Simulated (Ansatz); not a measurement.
We consider A-type hexagonal Ce2O3, described by PBEsol (Ansatz, a program for electronic structure, PAW).

Run with plane-wave cutoff 520 eV, 12×12×6 k mesh (along the axes of the cell as run), Fermi–Dirac smearing 0.01 eV, spin-polarised start, scalar-relativistic PAW data made under PBE.

Energies at three volumes about the minimum:

```csv
V (Å³/atom),E − E_lowest (meV/atom)
14.480,2.49
14.775,0.00
15.071,2.29
```

### Question
Fit a parabola by hand: where is the minimum, and what is the bulk modulus?

### Answer
Slopes: (0.00 − 2.49)/(14.775 − 14.480) = -8.441 and (2.29 − 0.00)/(15.071 − 14.775) = 7.736 meV/Å³. Curvature E″ = 2 × (7.736 − (-8.441))/(15.071 − 14.480) = 54.745 meV/Å⁶. From the middle of the first interval, the slope vanishes at V0 = 14.6275 − (-8.441)/54.745 = 14.782 Å³/atom. B = V0 E″ = 14.782 × 54.745 meV/Å³ × 0.1602 GPa per meV/Å³ = 130 GPa. The full Birch–Murnaghan fit to all volumes gives V0 = 14.777 Å³/atom and B0 = 130 GPa.

Shape and atoms are relaxed at each volume.

Note: the magnetic order was assumed, not searched for or taken from measurement; the relaxation could not lower the start's symmetry, so the cell can be a saddle point above a distorted one; the 4f shell is treated without U or exact exchange, so its levels and filling can be wrong; this level leaves the solid without a gap, although one is measured.
